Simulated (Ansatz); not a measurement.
HfO2: pressure series

Take HfO2 (space group Pca2_1, No. 29; a = 5.247 Å, b = 5.031 Å, c = 5.060 Å) as the base.

Cell and atoms are relaxed at each pressure.

Level of theory: Ansatz (a first-principles code) r2SCAN, scalar-relativistic without spin-orbit coupling, earlier PAW set.

```json
[
 {"pressure (GPa)": "-2", "volume per atom (Å³/atom)": "11.234"},
 {"pressure (GPa)": "-1", "volume per atom (Å³/atom)": "11.181"},
 {"pressure (GPa)": "0", "volume per atom (Å³/atom)": "11.130"},
 {"pressure (GPa)": "0.3", "volume per atom (Å³/atom)": "11.115"},
 {"pressure (GPa)": "0.7", "volume per atom (Å³/atom)": "?"},
 {"pressure (GPa)": "1.5", "volume per atom (Å³/atom)": "11.057"},
 {"pressure (GPa)": "3", "volume per atom (Å³/atom)": "10.986"}
]
```

Problem. Fit the third-order Birch–Murnaghan form P(V) = (3B₀/2)[(V₀/V)^(7/3) − (V₀/V)^(5/3)]·[1 + (3/4)(B₀′ − 4)((V₀/V)^(2/3) − 1)] (squares taken in P) to the rows shown and predict the withheld row.

Solution. Least squares on the printed values gives V₀ = 11.130 Å³/atom, B₀ = 222 GPa, B₀′ = 5.9; this predicts 11.095 Å³/atom, and the run gives 11.097 Å³/atom, 0.002 higher.

Load acts through the strain it causes; cell and atoms are relaxed under it. Whether these cells are dynamically stable was not tested. This is not the structure that HfO2 has at room temperature and ambient pressure.
